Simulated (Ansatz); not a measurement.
Ansatz (a program for electronic structure), DFT, LDA, plane waves, its default PAW files: TlGeBr3 (from the phase in space group 62, mp-998746) (Ge4Br12Tl4), 20 atoms. Basis and mesh were picked for this test and aren't claimed converged.

```json
{
 "cell": "9.50, 4.18, 15.55 Å; 90, 90, 90°",
 "task": "single point",
 "k mesh": "2×6×2",
 "hamiltonian.xc": "lda",
 "kind_of_files": "paw",
 "scf.occupations.method": "fermi_dirac",
 "scf.occupations.width": "0.05 eV",
 "output.forces": "true",
 "binding of workers (--pin)": "off",
 "k-point pools (--kpoint-pools)": "1",
 "memory maximum (--max-ram)": "8GiB",
 "accuracy": "medium (default)",
 "basis.precision": "auto (default)",
 "basis.xc_grid": "1 (default)",
 "scf.mixing.algorithm": "auto (default)",
 "scf.mixing.preconditioner": "auto (default)",
 "scf.convergence.dr2_threshold": "6.17804e-07 (default)",
 "scf.lower_state_search": "light (default)",
 "k-points after symmetry": "16",
 "bands_at_the_start": "116",
 "electrons": "192",
 "plane waves at Γ": "12025",
 "cutoff (eV)": "420",
 "FFT grid": "64×30×108",
 "symmetry_operations": "8"
}
```

One run each.

All on 4 threads. Base settings, kept where nothing else is said: scf.eigensolver.kind = auto (default), scf.eigensolver.mixed_precision = false (default), scf.eigensolver.cushion = auto (default), scf.eigensolver.full_accuracy = false (default), scf.algorithm = auto (default) (scf.eigensolver.max_subspace_factor, scf.eigensolver.real_solve not set). The settings tried:
- scf.eigensolver.full_accuracy = true
- scf.algorithm = density_mixing
- scf.eigensolver.kind = davidson, scf.eigensolver.max_subspace_factor = 2
- scf.eigensolver.kind = davidson, scf.eigensolver.max_subspace_factor = 6
- scf.algorithm = direct_min
- scf.eigensolver.kind = davidson, scf.eigensolver.mixed_precision = true
- scf.eigensolver.real_solve = false
- scf.eigensolver.kind = davidson, scf.eigensolver.cushion = true
- the base settings
- scf.eigensolver.kind = davidson
- scf.eigensolver.mixed_precision = true

Name the extremes by applications of H to a band: fewest, most, and any that don't converge.

Fewest applications of H to a band, with those close behind: scf.eigensolver.real_solve = false (27981); the base settings (28264); scf.algorithm = density_mixing (28264). Most among those that reach the base run's result: scf.algorithm = direct_min (102789). All converged. In the base run the program took: scf.mixing.algorithm MSR1, scf.eigensolver.kind band_cg, --slots 4.

```json
[
 {"setting": "scf.eigensolver.real_solve = false", "applications of H to a band": "27981", "SCF iterations": "7", "end": "converged"},
 {"setting": "the base settings", "applications of H to a band": "28264", "SCF iterations": "7", "end": "converged"},
 {"setting": "scf.algorithm = density_mixing", "applications of H to a band": "28264", "SCF iterations": "7", "end": "converged"},
 {"setting": "scf.eigensolver.kind = davidson, scf.eigensolver.mixed_precision = true", "applications of H to a band": "40875", "SCF iterations": "7", "end": "converged"},
 {"setting": "scf.eigensolver.mixed_precision = true", "applications of H to a band": "40875", "SCF iterations": "7", "end": "converged"},
 {"setting": "scf.eigensolver.kind = davidson, scf.eigensolver.max_subspace_factor = 6", "applications of H to a band": "41277", "SCF iterations": "7", "end": "converged"},
 {"setting": "scf.eigensolver.kind = davidson", "applications of H to a band": "41306", "SCF iterations": "7", "end": "converged"},
 {"setting": "scf.eigensolver.kind = davidson, scf.eigensolver.cushion = true", "applications of H to a band": "43781", "SCF iterations": "7", "end": "converged"},
 {"setting": "scf.eigensolver.kind = davidson, scf.eigensolver.max_subspace_factor = 2", "applications of H to a band": "45119", "SCF iterations": "7", "end": "converged"},
 {"setting": "scf.eigensolver.full_accuracy = true", "applications of H to a band": "72392", "SCF iterations": "6", "end": "converged"},
 {"setting": "scf.algorithm = direct_min", "applications of H to a band": "102789", "SCF iterations": "8", "end": "converged"}
]
```

An iteration's cost differs between solvers, so these counts don't give the time.

Keys are those of Ansatz 0.2.
